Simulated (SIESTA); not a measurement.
Band structure of NbFeB (P-6m2, 3 atoms in the cell).

```
NbFeB
1.0
    3.68503     0.00000     0.00000
   -1.84251     3.19133     0.00000
    0.00000     0.00000     2.95804
Nb Fe B
1 1 1
Direct
  0.00000   0.00000   0.00000
  0.33333   0.66667   0.50000
  0.66667   0.33333   0.50000
```

Computed with GGA PBEsol, numerical atomic orbitals TZP, PseudoDojo PBEsol standard norm-conserving potentials (rewritten from UPF to PSML) run with SIESTA.

Settings: XC.functional = GGA; XC.authors = PBEsol; potentials = PseudoDojo PBEsol standard; PAO.BasisSize = TZP; PAO.EnergyShift = 0.005 Ry; MeshCutoff = 300 Ry; kgrid.MonkhorstPack = 14 14 15; OccupationFunction = FD; ElectronicTemperature = 0.136 eV; MaxSCFIterations = 150; SCF.Mixer.Method = Broyden; SCF.Mixer.Weight = 0.25; SCF.Mixer.History = 6; SCF.DM.Tolerance = 1.0E-04.

The starting cell comes from a database of computed structures (which also holds hypothetical and non-ambient phases and stackings), without a prior relaxation at this level. Spin polarisation is off. Values carry the incompleteness of an atom-centred basis.

Levels in eV from the Fermi level, bands 13 to 18:
```tsv
point	13	14	15	16	17	18
Γ	-1.12	-1.12	-0.43	-0.43	-0.27	2.86
M	-1.73	-1.56	-1.49	0.44	0.48	1.27
K	-2.43	-1.55	-0.69	-0.31	0.65	1.43
A	-2.94	-2.94	0.43	1.72	1.72	2.61
L	-1.69	-1.28	-1.04	-0.77	-0.12	0.42
H	-1.31	-1.15	-0.84	-0.82	-0.80	0.17
```

Bands cross the Fermi level along this path, so the cell is metallic at this level.

Higher empty bands are left out: an atom-centred basis made for the valence describes them poorly.
